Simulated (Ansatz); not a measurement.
Results of PBEsol (plane waves, PAW; Ansatz, a quantum-chemistry and plane-wave program) for ZnSnN2 (Pna2₁, No. 33, 16 atoms in the cell; start mp-1029469).

Run with plane-wave cutoff 520 eV, 6×6×6 k mesh, Fermi–Dirac smearing 0.01 eV, scalar-relativistic PAW data made under PBE.

Cell (relaxed with PBEsol):

```
CELL_PARAMETERS angstrom
      5.83326     0.00000     0.00000
      0.00000     6.71235     0.00000
      0.00000     0.00000     5.46603
ATOMIC_POSITIONS crystal
  Zn 0.58299 0.87494 0.99905
  Zn 0.41701 0.12506 0.49905
  Zn 0.91701 0.37494 0.49905
  Zn 0.08299 0.62506 0.99905
  Sn 0.58842 0.37513 0.99933
  Sn 0.41158 0.62487 0.49933
  Sn 0.91158 0.87513 0.49933
  Sn 0.08842 0.12487 0.99933
  N  0.58341 0.37311 0.37944
  N  0.41659 0.62689 0.87944
  N  0.91659 0.87311 0.87944
  N  0.08341 0.12689 0.37944
  N  0.57884 0.87699 0.37216
  N  0.42116 0.12301 0.87216
  N  0.92116 0.37699 0.87216
  N  0.07884 0.62301 0.37216
```

Problem. What does this level give for the band gap?

Solution. 
- band gap = 0.15 eV

Spin–orbit coupling is not included.

The computed numbers hold no vibrational or temperature effects.

The result took about 80 core-seconds (a rough figure).

A start named mp-… is a Materials Project structure, which need not be a measured phase.
